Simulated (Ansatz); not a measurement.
# By hand: surface energy of the Ge(110) slab with 4 Cl, the mean of its two faces, with the listed reservoirs for the atoms in excess

Subject: the surface energy of the Ge(110) slab with 4 Cl, the mean of its two faces, with the listed reservoirs for the atoms in excess. Reaction: 16 Ge (diamond) + 2 Cl2 (gas) → cell A.

A: a slab of Ge (diamond, Fd-3m) cut along (110), 20 atoms, rectangular cell of 5.76 × 4.07 Å (23.5 Å²), symmetry Pmna, 18.0 Å thick under 16 Å of vacuum, in-plane vectors held at the crystal's; planes from bottom to top: Cl2 | Ge2 × 8 | Cl2; added, foreign or displaced atoms, above the top plane and below the bottom plane: four times Cl bound to 1 Ge at 2.16 Å; spin state with PBE: run without spin.

Setting: static, neutral cells in Ansatz (PAW) whose structures rest at the PBE level. Ansatz (an electronic-structure program) runs with its default PAW set. Other levels take these structures. The lattices are those relaxed with PBE, so at other levels the solids can be strained, which adds to the spread. Larger cells are relaxed from a start prepared with the learned potential CHGNet till forces fall under 0.03 eV/Å, which some starts already meet. A dispersion term (D3(BJ), or D4 for r2SCAN) was computed beside these levels and is taken off wherever the name lacks it. Cell A has symmetry Pmna and got no random move, so less symmetric positions, which may lie lower, weren't tried. The state moves with the level: A is free of partly filled levels with r2SCAN+D4 but metallic or partly filled with PBE.

Total energies of the cells in eV, at zero smearing width. They compare only within one column; the weights balance every element.

```tsv
cell	atoms	weight	PBE	r2SCAN+D4
A: Ge(110) slab with 4 Cl	20	+1	-73041.52043	-73186.88074
Ge (diamond)	2	−8	-8589.96399	-8606.00412
Cl2 (gas)	2	−2	-2158.88836	-2167.03969
```

PBE: (-73041.52043) − 8 × (-8589.96399) − 2 × (-2158.88836) = -4.0318 eV; dividing by 2 × 23.471 Å² and converting at 16.022 J/m² per eV/Å² gives -1.38 J/m².

r2SCAN+D4: (-73186.88074) − 8 × (-8606.00412) − 2 × (-2167.03969) = -4.7684 eV; dividing by 2 × 23.471 Å² and converting at 16.022 J/m² per eV/Å² gives -1.63 J/m².
